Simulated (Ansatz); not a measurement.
# Effect of biaxial strain +2.50 %, plane normal [111], relaxed out of plane on MgO

Base system: MgO in the rock salt structure (space group Fm-3m, No. 225; a = 4.204 Å). Axes: x, y, z lie along the cube axes.

The change: tensile biaxial strain of 2.50 % in the plane normal to [111], as in epitaxy on a mismatched substrate; the out-of-plane cell vector and the atoms relax.

Calculations: r2SCAN, PAW, 500 eV (Ansatz, a quantum-chemistry and plane-wave program; no spin-orbit coupling). Settings: 13×13×13 k-points, 0.05 eV Fermi–Dirac smearing.

```tsv
quantity	base	changed	shift
volume per atom	9.29 Å³	9.68 Å³	+0.39 Å³
space group	Fm-3m (No. 225)	R-3m (No. 166)	–
shortest interatomic distance	2.102 Å	2.132 Å	+0.0295 Å
energy relative to the base (free energy F)	0 meV/atom	+14 meV/atom	+14 meV/atom
pressure (mean of the normal stresses, compression positive)	0.00 GPa	-6.28 GPa	-6.28 GPa
band gap	5.68 eV	5.10 eV	-0.58 eV
gap character	direct at Γ	direct at Γ	–
hole mass	–	0.36 mₑ out of plane, 2.9 mₑ in plane (at Γ)	–
valence-band top at Γ (three highest levels, from the VBM)	0.00, 0.00, 0.00 eV	0.00, -0.23, -0.23 eV	–
out-of-plane strain	–	-0.83 %	–
ratio −ε⊥/ε∥	–	0.33	–
mean in-plane stress (compression positive)	–	-9.4 GPa	–
```

Masses are band curvatures over ±0.01 Å⁻¹ around the edge. Stability against distortions was not tested. Labels are those of the standard path for the cell's own space group.
